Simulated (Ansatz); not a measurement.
A computed series for PtS2: pressure series

Start from PtS2 in the CdI2 type structure (space group P-3m1, No. 164; a = 3.584 Å, c = 4.657 Å; layered, stacked along the Cartesian z axis).

Cell and atoms are relaxed at each pressure.

The values are results of PBE-D3(BJ) in Ansatz (plane waves to 420 eV, PAW, scalar-relativistic without spin-orbit coupling), not measurements.

Notes on the quantities. enthalpy: H = E + PV relative to the base's energy.

```
case              band gap       enthalpy  c/a ratio     density
----------------  --------  -------------  ---------  ----------
base                  zero              –      1.299  8.31 g/cm³
pressure −1 GPa    0.25 eV  -0.11 eV/atom      1.339  8.05 g/cm³
pressure 0.3 GPa      zero  +0.03 eV/atom      1.291  8.37 g/cm³
pressure 0.7 GPa      zero  +0.07 eV/atom      1.281  8.45 g/cm³
pressure 1.5 GPa      zero  +0.16 eV/atom      1.265  8.58 g/cm³
pressure 3 GPa        zero  +0.31 eV/atom      1.244  8.77 g/cm³
pressure 5 GPa        zero  +0.52 eV/atom      1.225  8.98 g/cm³
pressure 7.5 GPa      zero  +0.76 eV/atom          ?           ?
pressure 10 GPa       zero  +1.00 eV/atom      1.195  9.40 g/cm³
```

Q: Some entries are withheld; estimate them.

A: 
- pressure 7.5 GPa, c/a ratio: 1.208
- pressure 7.5 GPa, density: 9.20 g/cm³

Spin-orbit coupling, missing from the scalar runs, can matter with Pt. Load acts through the strain it causes; cell and atoms are relaxed under it. No phonon test of stability was made. Competing high-pressure phases were not computed. The final runs are not spin-polarised. A zero or small gap of PtS2 can be the functional's error rather than a property of the material.

Ansatz is a quantum-chemistry and plane-wave program.
